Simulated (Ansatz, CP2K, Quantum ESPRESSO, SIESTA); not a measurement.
One structure in several programs: SbPt (P1, 4 atoms in the cell)

Self-consistent single point, at a second geometry (atoms moved at random). First geometry:

```
SbPt
1.0
    4.10768     0.00000     0.00000
   -2.05384     3.55735     0.00000
    0.00000     0.00000     5.44670
Sb Pt
2 2
Cartesian
  2.05384   1.18578   4.08502
  0.00000   2.37157   1.36167
  0.00000   0.00000   2.72335
  0.00000   0.00000   0.00000
```

Second geometry:
```xyz
4
Lattice="4.1077 0.0000 0.0000 -2.0538 3.5574 0.0000 0.0000 0.0000 5.4467" Properties=species:S:1:pos:R:3 pbc="T T T"
Sb     2.0413     1.2200     4.1143
Sb     0.0233     2.3730     1.3633
Pt    -0.0296    -0.0825     2.7171
Pt     0.0188     0.0469    -0.0246
```

Shared settings, as Ansatz (a first-principles code) writes them: kpoints.mp_grid.grid = 8 8 5; scf.occupations.method = fermi_dirac; scf.occupations.width = 0.0073 Ry. Potentials and cutoffs stand in the table.

| code | model | ΔF from the first geometry (meV/atom) | pressure (GPa) | largest force (eV/Å) | cutoff |
|---|---|---|---|---|---|
| Ansatz | LDA (PW92), PAW files made with PBE | 8.7 | 2.67 | 0.467 | default |
| SIESTA | LDA PW92, numerical atomic orbitals DZP, PseudoDojo LDA standard norm-conserving potentials (rewritten from UPF to PSML) | 12.0 | 6.30 | 0.653 | grid 300 Ry |
| Quantum ESPRESSO | LDA (PZ), GBRV 1.5 ultrasoft (LDA) pseudopotentials | 8.9 | 2.53 | 0.479 | 40 Ry |
| CP2K | LDA (Pade form), GPW, DZVP-MOLOPT-SR-GTH basis, GTH-PADE potentials (GTH_POTENTIALS) | 6.2 | -8.57 | 0.355 | grid 500 Ry |

Size of the force on each atom (eV/Å): Sizes of forces hide their directions.

```
code                Sb1    Sb2    Pt3    Pt4
----------------  -----  -----  -----  -----
Ansatz            0.440  0.292  0.467  0.349
SIESTA            0.568  0.377  0.653  0.426
Quantum ESPRESSO  0.448  0.297  0.479  0.352
CP2K              0.355  0.239  0.349  0.191
```

On Ansatz's run: spin-orbit coupling is off. Spin polarisation is off.

The spread over the programs that give each value: ΔF from the first geometry within 5.8 meV/atom; pressure within 14.87 GPa; largest force within 0.298 eV/Å.

SIESTA and CP2K use small atom-centred bases, whose incompleteness enters pressures, forces and empty levels differently from a plane-wave cutoff. Ansatz's pressure is given at a fixed set of plane waves, as the other plane-wave codes print theirs; with its correction for the finite basis it is 2.71 GPa. The same LDA comes in different parametrisations, which differ slightly. In the pressure, SIESTA (by 3.70) and CP2K (by 11.17) lie more than 1 GPa from the median of the plane-wave programs. In the force vectors, SIESTA (by 0.183) and CP2K (by 0.167) lie more than 0.08 eV/Å from the median of the plane-wave programs.

The starting cell comes from a database of computed structures (which also holds hypothetical and non-ambient phases and stackings), without a prior relaxation at this level. Its lattice was rescaled by a random factor within 2.5 % of one. For this run, on top of that: atoms moved at random.

Keys are those of Ansatz 0.2.
